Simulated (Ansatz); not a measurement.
Pressure series in CdSe

Take CdSe in the zinc blende structure (space group F-43m, No. 216; a = 6.196 Å) as the base.

Cell and atoms are relaxed at each pressure.

Level of theory: Kohn–Sham DFT with the PBE functional, run in Ansatz (a quantum-chemistry and plane-wave program) with PAW and 420 eV plane waves, scalar-relativistic without spin-orbit coupling, earlier PAW set.

```json
[
 {"P (GPa)": "-2.01", "V (Å³/atom)": "31.276"},
 {"P (GPa)": "-1.01", "V (Å³/atom)": "30.454"},
 {"P (GPa)": "0.89", "V (Å³/atom)": "29.177"},
 {"P (GPa)": "2.10", "V (Å³/atom)": "28.500"},
 {"P (GPa)": "4.50", "V (Å³/atom)": "27.374"},
 {"P (GPa)": "8.99", "V (Å³/atom)": "25.760"},
 {"P (GPa)": "15.00", "V (Å³/atom)": "24.184"},
 {"P (GPa)": "22.48", "V (Å³/atom)": "22.739"},
 {"P (GPa)": "30.00", "V (Å³/atom)": "21.627"}
]
```

A third-order Birch–Murnaghan fit to these points gives V₀ = 29.74 Å³/atom, B₀ = 45 GPa and B₀′ = 4.6. At pressure 30 GPa the volume is 72.7 % of V₀.

Between the base and pressure 4.5 GPa the gap moves from 0.49 eV to 0.66 eV, a mean slope of 38 meV/GPa.

Load acts through the strain it causes; cell and atoms are relaxed under it. Stability against distortions was not tested. Tetrahedral semiconductors of this kind turn to denser phases somewhere between about 1 and 50 GPa; those were not computed, so compressed cells here can lie past the real transition.
